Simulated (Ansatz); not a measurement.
The reference is Au in the fcc (Cu type) structure (space group Fm-3m, No. 225; a = 4.083 Å).

Structures relaxed with PBEsol in Ansatz (plane waves to 420 eV, PAW, no SOC).

Base:

Simulated powder pattern, Cu Kα, λ = 1.54184 Å (kinematic, ideal powder, no thermal factors, no anomalous dispersion; the 8 strongest lines at most, above 2 %, up to 2θ = 90°):

| 2θ (°) | I/Imax (%) | hkl |
|---|---|---|
| 38.17 | 100 | (111) |
| 44.37 | 49 | (200) |
| 64.55 | 33 | (220) |
| 77.53 | 40 | (311) |
| 81.69 | 12 | (222) |

The change: cell and atoms relaxed at a pressure of 18 GPa.

After the change:

Simulated powder pattern, Cu Kα, λ = 1.54184 Å (kinematic, ideal powder, no thermal factors, no anomalous dispersion; the 8 strongest lines at most, above 2 %, up to 2θ = 90°):

```json
[
 {"2θ (°)": "39.27", "d (Å)": "2.294", "I/Imax (%)": "100", "hkl": "(111)"},
 {"2θ (°)": "45.66", "d (Å)": "1.987", "I/Imax (%)": "49", "hkl": "(200)"},
 {"2θ (°)": "66.56", "d (Å)": "1.405", "I/Imax (%)": "33", "hkl": "(220)"},
 {"2θ (°)": "80.10", "d (Å)": "1.198", "I/Imax (%)": "40", "hkl": "(311)"},
 {"2θ (°)": "84.46", "d (Å)": "1.147", "I/Imax (%)": "12", "hkl": "(222)"}
]
```

The indices refer to the base's conventional cell; one index is shown for lines that coincide.

Load acts through the strain it causes; cell and atoms are relaxed under it. Whether these cells are dynamically stable was not tested. No other phases were tried under pressure.

Ansatz is a quantum-chemistry and plane-wave program.
